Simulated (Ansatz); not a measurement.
# Pressure series in AlN

Start from AlN in the wurtzite structure (space group P6_3mc, No. 186; a = 3.107 Å, c = 4.979 Å).

Cell and atoms are relaxed at each pressure.

All numbers come from r2SCAN (Ansatz, a first-principles code), without spin-orbit coupling.

```
P (GPa)  V (Å³/atom)
-------  -----------
-2.00         10.505
-1.00         10.453
0.90          10.359
2.10          10.302
4.51          10.191
9.00           9.998
15.01          9.764
22.51          9.504
30.01          9.271
```

A third-order Birch–Murnaghan fit to these points gives V₀ = 10.40 Å³/atom, B₀ = 210 GPa and B₀′ = 3.7. At pressure 30 GPa the volume is 89.1 % of V₀.

Between the base and pressure 22.5 GPa the gap moves from 4.88 eV to 5.68 eV, a mean slope of 35 meV/GPa.

Load acts through the strain it causes; cell and atoms are relaxed under it. No phonon test of stability was made. Measured, AlN leaves this structure (for rock salt) near 14 GPa (temperature not stated; as listed in Datta, Sujoy, Jana, Debnarayan, arXiv (2020)), on rising pressure, with hysteresis.
